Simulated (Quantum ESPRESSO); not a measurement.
# What a tighter setting buys: K_POINTS, Sn2P2O7 (P-1, 22 atoms in the cell)

Cell: a = 7.2672 Å, b = 7.4262 Å, c = 7.4307 Å, α = 81.65°, β = 80.77°, γ = 62.65°.

Level of theory: PBEsol, GBRV 1.5 ultrasoft (PBESOL) pseudopotentials (plane waves; Quantum ESPRESSO).

Base settings: ecutwfc = 40 Ry; ecutrho = 200 Ry; occupations = smearing; smearing = fd; degauss = 0.000734986 Ry; potentials = {Sn: sn_pbesol_v1.4.uspp.F.UPF, P: p_pbesol_v1.5.uspp.F.UPF, O: o_pbesol_v1.2.uspp.F.UPF}; K_POINTS = automatic 3 3 2 0 0 0; conv_thr = 1e-09 Ry; mixing_beta = 0.4.

Misses are taken against the tightest run, automatic 3 3 3 0 0 0, which need not be fully converged itself. The energy is the free energy per atom.

The count of work is k-points × plane waves × bands × iterations; it is no time, and leaves out set-up, grids and terms that scale otherwise. Core times come from one kind of shared machine and are given to one figure; runs under 30 s give none.

The starting cell comes from a database of computed structures (which also holds hypothetical and non-ambient phases and stackings), without a prior relaxation at this level. Its lattice was rescaled by a random factor within 2.5 % of one. In the base run, with a pressure of about -9 GPa the cell is away from its equilibrium volume at this level. In the base run, forces exceed 1 eV/Å.

The runs (K_POINTS): automatic 1 1 1 0 0 0 | automatic 2 2 1 0 0 0 | automatic 2 2 2 0 0 0 | automatic 3 3 2 0 0 0 | automatic 3 3 3 0 0 0.

### Question
Which is the coarsest setting among those run that, with all tighter ones, holds the energy within 2 meV/atom of the reference, and what does it save?

### Answer
automatic 2 2 2 0 0 0, off by 1.1 meV/atom; its saving against the reference is no more than about a factor of 2 in the count of work.

### Question
Which is the coarsest setting among those run that, with all tighter ones, holds the energy within 1 meV/atom of the reference, and what does it save?

### Answer
automatic 3 3 2 0 0 0, off by 0.48 meV/atom; its saving against the reference is no more than about a factor of 2 in the count of work.

```tsv
K_POINTS	energy less reference (meV/atom)	pressure less reference (GPa)	largest difference in the force on any atom (eV/Å)	count of work / reference	core time / reference (rough)
automatic 1 1 1 0 0 0	-57.95	-0.40	0.489	0.071	0.2
automatic 2 2 1 0 0 0	-19.11	-0.13	0.378	0.28	0.5
automatic 2 2 2 0 0 0	1.15	0.01	0.020	0.57	0.7
automatic 3 3 2 0 0 0	0.48	0.00	0.017	0.71	1.0
automatic 3 3 3 0 0 0	0.00	0.00	0.000	1.0	1
```
